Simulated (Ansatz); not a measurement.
# Be: response to strain

Consider Be in the hcp (Mg type) structure (space group P6_3/mmc, No. 194; a = 2.263 Å, c = 3.566 Å; relaxed with 0.1 eV smearing).

Strains are applied to the cell and any free atomic positions relax.

Computed with DFT with PBE, PAW potentials and a 420 eV plane-wave cutoff in Ansatz (a program for electronic structure), without spin-orbit coupling.

Notes on the quantities. energy relative to the base: free energy F; pressure: mean of the normal stresses, compression positive.

| change | energy relative to the base | shortest interatomic distance | pressure |
|---|---|---|---|
| base | 0 meV/atom | 2.211 Å | 0.0 GPa |
| isotropic strain −3.00 % | +26 meV/atom | 2.144 Å | 13.1 GPa |
| isotropic strain −2.50 % | +18 meV/atom | 2.155 Å | 10.6 GPa |
| isotropic strain −2.00 % | +11 meV/atom | 2.166 Å | 8.3 GPa |
| isotropic strain −1.50 % | +6.4 meV/atom | 2.177 Å | 6.0 GPa |
| isotropic strain −1.00 % | +2.8 meV/atom | 2.188 Å | 3.9 GPa |
| isotropic strain −0.50 % | +0.7 meV/atom | 2.199 Å | 1.9 GPa |
| isotropic strain +1.00 % | +2.7 meV/atom | 2.233 Å | -3.5 GPa |
| isotropic strain +2.00 % | +10 meV/atom | 2.255 Å | -6.6 GPa |
| isotropic strain +2.50 % | +16 meV/atom | 2.266 Å | -8.1 GPa |

Stability against distortions was not tested.
